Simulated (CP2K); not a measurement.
Band structure of MoS2 (P6_3/mmc, 6 atoms in the cell).

```xyz
6
Lattice="3.2103 0.0000 0.0000 -1.6051 2.7802 0.0000 0.0000 0.0000 13.2812" Properties=species:S:1:pos:R:3 pbc="T T T"
Mo     0.0000     0.0000     3.3203
Mo     0.0000     0.0000     9.9609
S      0.0000     1.8535     4.8840
S      1.6051     0.9267     8.3972
S      1.6051     0.9267    11.5246
S      0.0000     1.8535     1.7566
```

Method of the run: PBE, GPW, DZVP-MOLOPT-SR-GTH basis, GTH-PBE potentials (GTH_POTENTIALS) run with CP2K.

Settings: CUTOFF = 500 Ry; REL_CUTOFF = 50 Ry; KPOINTS/SCHEME = MONKHORST-PACK 6 6 2; GAMMA_CENTERED = T; XC_FUNCTIONAL = PBE; Mo/BASIS_SET = DZVP-MOLOPT-SR-GTH-q14; Mo/POTENTIAL = GTH-PBE-q14; S/BASIS_SET = DZVP-MOLOPT-SR-GTH-q6; S/POTENTIAL = GTH-PBE-q6; METHOD = GPW; EPS_DEFAULT = 1e-10; EXTRAPOLATION = USE_GUESS; NGRIDS = 5; SCF_GUESS = ATOMIC.

The starting cell comes from a database of computed structures (which also holds hypothetical and non-ambient phases and stackings), without a prior relaxation at this level. Its lattice was rescaled by a random factor within 2.5 % of one. Values carry the incompleteness of an atom-centred basis.

Problem. Predict the gap along the standard path and the places of the band edges.

Solution. The gap along the path is 1.09 eV, from Γ to K; the smallest direct gap on it is 1.62 eV. Another conduction valley lies within 0.1 eV, so the order of the valleys is not sure.

Levels in eV from the top of the valence band on the SCF mesh, bands 23 to 27:
| point | 23 | 24 | 25 | 26 | 27 |
|---|---|---|---|---|---|
| Γ | -2.06 | -1.45 | -0.72 | 0.00 | 2.17 |
| M | -1.58 | -1.51 | -1.24 | -1.02 | 1.63 |
| K | -2.63 | -2.63 | -0.53 | -0.53 | 1.09 |
| A | -2.06 | -2.06 | -0.23 | -0.23 | 2.20 |
| L | -1.54 | -1.54 | -1.10 | -1.10 | 1.64 |
| H | -2.62 | -2.62 | -0.53 | -0.53 | 1.10 |

Higher empty bands are left out: an atom-centred basis made for the valence describes them poorly.
